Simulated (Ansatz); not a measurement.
AlN, response to strain

Start from AlN in the wurtzite structure (space group P6_3mc, No. 186).

```
CELL_PARAMETERS angstrom
      3.10656     0.00000     0.00000
     -1.55328     2.69036     0.00000
      0.00000     0.00000     4.97805
ATOMIC_POSITIONS crystal
  Al 0.33333 0.66667 0.99658
  Al 0.66667 0.33333 0.49658
  N  0.33333 0.66667 0.37822
  N  0.66667 0.33333 0.87822
```

Cartesian axes are those of the cell as printed.

Strains are applied to the cell and any free atomic positions relax; under stress the whole cell relaxes.

Calculations: r2SCAN (Ansatz, a first-principles code, PAW, scalar-relativistic without spin-orbit coupling), earlier PAW set.

Candidates:
(a) isotropic strain −3.19 %
(b) isotropic strain +1.17 %
(c) uniaxial strain ε_yy = +2.37 %
(d) uniaxial stress, 1 GPa tension along z

Notes on the quantities. energy relative to the base: free energy F.

Problem. Order them by energy relative to the base, highest first.

Solution. (a) isotropic strain −3.19 % (+69 meV/atom), (b) isotropic strain +1.17 % (+8.1 meV/atom), (c) uniaxial strain ε_yy = +2.37 % (+7.3 meV/atom), (d) uniaxial stress, 1 GPa tension along z (+0.1 meV/atom)

Stability under load was not tested beyond the relaxation.
